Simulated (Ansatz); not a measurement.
# Effect of Te on a Sn site (antisite), symmetric start on SnTe

The reference is a 24-atom supercell of SnTe in the rock salt structure (space group Fm-3m, No. 225; a = 6.2889 Å) at its relaxed geometry.

It is then changed as follows: a neutral Te on a Sn site (antisite), symmetric start, atoms relaxed at fixed cell.

The values are results of PBEsol, PAW, 420 eV (Ansatz, a quantum-chemistry and plane-wave program; no SOC), earlier PAW set, not measurements. Settings: 5×3×5 k-points, 0.01 eV Fermi–Dirac smearing.

| quantity | base | changed | shift |
|---|---|---|---|
| pressure | 0.0 GPa | -0.2 GPa | -0.2 GPa |
| gap of the supercell | 0.16 eV | zero | – |
| total moment of the cell | – | 0.0 μB | – |
| energy gained by relaxation | – | 0.05 eV | – |
| largest displacement of a host atom from its site in the perfect cell | – | 0.06 Å | – |
| mean distance from the defect site to its nearest host atoms | 3.14 Å | 3.20 Å | +0.06 Å |

Final structure:

```xyz
24
Lattice="0.0000 6.2889 6.2889 6.2889 -6.2889 6.2889 6.2889 6.2889 0.0000" Properties=species:S:1:pos:R:3 pbc="T T T"
Te     0.0002    -0.0002     0.0002
Te     3.1405     3.1484    -0.0556
Te     3.1484    -0.0556     3.1484
Te     6.3446     3.1405     3.1484
Te     6.2889     0.0000     6.2889
Te     9.4334     3.1445     6.2889
Te    -0.0556     3.1484     3.1405
Te     3.1405     6.3446     3.1405
Te     3.1484     3.1405     6.3446
Te     6.2887     6.2892     6.2887
Te     6.2889     3.1445     9.4334
Te     9.4334     6.2889     9.4334
Te     3.1445     3.1445     3.1445
Sn     6.2889     6.2889     3.1445
Sn     6.2929     3.1446     6.2929
Sn     3.1443    -0.0040     6.2929
Sn     9.4537     3.1242     9.4537
Sn     6.2850     0.0040     9.4335
Sn     3.1445     6.2889     6.2889
Sn     6.2889     9.4334     6.2889
Sn     6.2929     6.2850     9.4333
Sn     3.1242     3.1648     9.4131
Sn     9.4335     0.0040     6.2850
Sn     6.2850    -3.1446     6.2850
```

Other magnetic orders, which the real material may have, were not ruled out. The cell is small, so the values are those of an ordered compound at a high defect concentration; dilute-limit values will differ. The defect started on the symmetric site and kept its symmetry, so it may sit on a saddle. Spin-orbit coupling, missing from the scalar runs, can matter with Te. Starting moments died away, wholly or in part, for Te on a Sn site (antisite); another magnetic solution may exist. The defect cell is spin-polarised and ends with 0.0 μB. The zero or small gap of SnTe can change with the level of theory.
